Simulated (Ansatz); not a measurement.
The parent structure is AlN in the zinc blende structure (space group F-43m, No. 216).

```
AlN
1.0
    0.00000     2.18488     2.18488
    2.18488     0.00000     2.18488
    2.18488     2.18488     0.00000
Al N
1 1
Direct
  0.00000   0.00000   0.00000
  0.25000   0.25000   0.25000
```

Level of theory: r2SCAN (Ansatz, an electronic-structure program), no spin-orbit coupling.

Base values:

Valley order: X along ⟨100⟩ 3.94 eV; Γ 4.84 eV
Electron mass: 0.51 mₑ along k, 0.33 mₑ across (at X)

One thing is altered: an isotropic linear strain of +1.00 %, atoms relaxed at fixed cell.

### Question
How does this affect the valley order, energy relative to the base, hole mass, electron mass and mean gap deformation potential ΔEg/Δln V?

### Answer
The valley order (the lowest conduction-band minima on the path, energy above the VBM, named in the base's zone) becomes X along ⟨100⟩ 3.92 eV; Γ 4.57 eV (base: X along ⟨100⟩ 3.94 eV; Γ 4.84 eV); the energy rises by 6.0 meV/atom; the hole mass (degenerate bands, along [100]) comes out as 0.32, 1.4, 1.4 mₑ (at Γ); the electron mass changes from 0.51 mₑ along k, 0.33 mₑ across (at X) to 0.52 mₑ along k, 0.33 mₑ across (at X); the mean gap deformation potential ΔEg/Δln V comes out as -0.8 eV.

Masses are band curvatures over ±0.01 Å⁻¹ around the edge. Along k means along the line from Γ to the band edge. No phonon test of stability was made. This is not the structure that AlN has at room temperature and ambient pressure.
